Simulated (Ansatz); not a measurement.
The parent structure is CuAu (space group P4/mmm, No. 123; a = 2.813 Å, c = 3.593 Å; relaxed with 0.1 eV smearing). Axes: x, y, z lie along a, b, c of the conventional cell.

The values are results of PBEsol (Ansatz, a quantum-chemistry and plane-wave program), no spin-orbit coupling, not measurements.

Now apply this change: uniaxial strain ε_xx = +1.50 %, all other strain components held at zero; the atoms relax in the strained cell.

Question: Predict the stress tensor and what it implies for the stiffness.

Answer: Stress of the strained cell less that of the base (GPa, compression positive):
```
   -2.9     0.0     0.0
    0.0    -2.1     0.0
    0.0     0.0    -2.3
```

Then −Δσ_ii/ε with ε = 0.0150 gives secant stiffness values (nonlinear terms included at this strain): C11 ≈ 192 GPa, C12 ≈ 141 GPa and C13 ≈ 156 GPa.

Stability against distortions was not tested. The final runs are not spin-polarised.
